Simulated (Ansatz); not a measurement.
The parent structure is BN in the wurtzite structure (space group P6_3mc, No. 186; a = 2.523 Å, c = 4.175 Å). Axes: x lies along a and z along c of the hexagonal cell.

Computed with LDA, PAW, 420 eV (Ansatz, a quantum-chemistry and plane-wave program; without spin-orbit coupling).

Before the change:

The gap character is indirect, Γ → K and the band gap is 4.93 eV.

One thing is altered: biaxial strain +0.60 %, plane normal [001], relaxed out of plane (Cartesian); in-plane vectors clamped, the third vector and the atoms free.

### Question
Predict the new in-plane stress, gap character and band gap.

### Answer
The mean in-plane stress (compression positive) amounts to -6.6 GPa; the gap character is still indirect, Γ → K; the band gap rises by 0.06 eV, from 4.93 eV to 4.99 eV.

Whether these cells are dynamically stable was not tested.
